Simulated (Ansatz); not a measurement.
TiAl₃ (I4/mmm, No. 139), treated with r²SCAN in Ansatz (plane waves, PAW).

Settings: plane-wave cutoff 600 eV, 24×24×24 k mesh, Fermi–Dirac smearing 0.036 eV (set by the program), no spin polarisation, scalar-relativistic PAW data made under PBE.

Computed at the level's own relaxed cell.

Hill averages of the elastic tensor: K = 115.3 GPa, G = 98.1 GPa. Volume 15.650 Å³/atom, mean atomic mass 32.203 u.

### Question
Work out the density, the sound velocities of a polycrystal and the elastic Debye temperature, and Pugh's ratio at this level.

### Answer
ρ = 1.66054 × 32.203/15.650 = 3.417 g/cm³. v_l = √[(K + 4G/3)/ρ] = 8.487 km/s and v_t = √(G/ρ) = 5.358 km/s. The mean follows from 3/v_m³ = 1/v_l³ + 2/v_t³: v_m = 5.896 km/s. Θ_D = (ħ/k_B) v_m (6π²/V)^(1/3) = 76.38 K Å s/km × 5.896 × 1.5583 Å⁻¹ = 702 K, counting all atoms of the cell. K/G = 1.18, to be set beside Pugh's rough bound of 1.75 between brittle and ductile metals.

Ansatz is an electronic-structure program.
